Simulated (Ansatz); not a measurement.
The starting structures come from a database of crystals and need not be the phases stable at ambient conditions.

By PBEsol, the system below comes out a metal.

The ballistic (Sharvin) conductance counts the channels at the Fermi level: G/A = (e²/h) × channels of both spins per area.

Here is the system:

```
CELL_PARAMETERS angstrom
      2.74505     0.00000     0.00000
      0.00000     2.74505     0.00000
      1.37253    -1.37253     1.90298
ATOMIC_POSITIONS crystal
  Rh 0.00000 0.00000 0.00000
```

The cell is strained (lengths across the current scaled by 1.02, ions clamped); by PBEsol it stands under a pressure of -15.1 GPa.

The current flows along the normal of the first two printed cell vectors, the (001) (indices of the unstrained crystal) plane of the conventional cell. No spin-orbit coupling; the value is a mean over 0.1 eV about the Fermi level.

**Question.** Give the ballistic conductance per area that PBEsol (Ansatz, a first-principles code) yields.

**Answer.** 2.3 × 10¹⁵ S/m² for both spins.
